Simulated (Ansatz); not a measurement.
ZrC, response to strain

The parent structure is ZrC in the rock salt structure (space group Fm-3m, No. 225; a = 4.669 Å; relaxed with 0.1 eV smearing). Axes: x, y, z lie along the cube axes.

Strains are applied to the cell and any free atomic positions relax; under biaxial strain the out-of-plane vector relaxes too; under stress the whole cell relaxes.

Calculations: Ansatz (a program for electronic structure) PBEsol, no spin-orbit coupling.

Notes on the quantities. energy relative to the base: free energy F.

```csv
case,energy relative to the base,shortest interatomic distance,space group
base,0 meV/atom,2.335 Å,Fm-3m (No. 225)
"biaxial strain +0.67 %, plane normal [110], relaxed out of plane",?,2.338 Å,Immm (No. 71)
uniaxial strain ε_xx = +4.54 %,+35 meV/atom,2.335 Å,I4/mmm (No. 139)
uniaxial strain ε_zz = −4.57 %,+48 meV/atom,2.228 Å,I4/mmm (No. 139)
uniaxial strain ε_zz = +2.30 %,+9.6 meV/atom,2.335 Å,I4/mmm (No. 139)
"uniaxial stress, 1 GPa tension along x",+0.1 meV/atom,2.334 Å,I4/mmm (No. 139)
tensor shear ε_xy = +3.36 %,+28 meV/atom,2.335 Å,Immm (No. 71)
tensor shear ε_yz = +3.60 %,?,2.335 Å,Immm (No. 71)
tensor shear ε_xz = −0.64 %,+1.0 meV/atom,2.335 Å,Immm (No. 71)
tensor shear ε_xz = −1.04 %,+2.7 meV/atom,2.335 Å,Immm (No. 71)
```

### Question
What belongs in the blanks?

### Answer

- biaxial strain +0.67 %, plane normal [110], relaxed out of plane, energy relative to the base: +1.8 meV/atom
- tensor shear ε_yz = +3.60 %, energy relative to the base: +32 meV/atom

A biaxial case was relaxed in a doubled cell and then solved in the primitive one. Stability under load was not tested beyond the relaxation. The final runs are not spin-polarised.
